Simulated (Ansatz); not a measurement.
Results of LDA in Ansatz (plane waves, PAW) for CdTiO₃ (R-3, No. 148).

Numerical settings: plane-wave cutoff 500 eV, 10×10×10 k mesh, gaussian smearing 0.02 eV, no spin polarisation, scalar-relativistic PAW data made under PBE.

Cell (relaxed at this level):

```
CELL_PARAMETERS angstrom
      2.59075     1.49577     4.87004
     -2.59075     1.49577     4.87004
      0.00000    -2.99154     4.87004
ATOMIC_POSITIONS crystal
  Ti 0.85046 0.85046 0.85046
  Ti 0.14954 0.14954 0.14954
  Cd 0.63677 0.63677 0.63677
  Cd 0.36323 0.36323 0.36323
  O  0.80200 0.43815 0.03639
  O  0.19800 0.56185 0.96361
  O  0.03639 0.80200 0.43815
  O  0.96361 0.19800 0.56185
  O  0.43815 0.03639 0.80200
  O  0.56185 0.96361 0.19800
```

Task: Predict the band gap.

Result: 
- band gap = 3.06 eV (on the SCF k mesh)

Note: the relaxation could not lower the start's symmetry, so the cell can be a saddle point above a distorted one.

Spin–orbit coupling is not included.

Static lattice: no zero-point or thermal effects.

Cost on a shared machine: about 7 core-minutes (a rough figure).

Ansatz is an electronic-structure program.
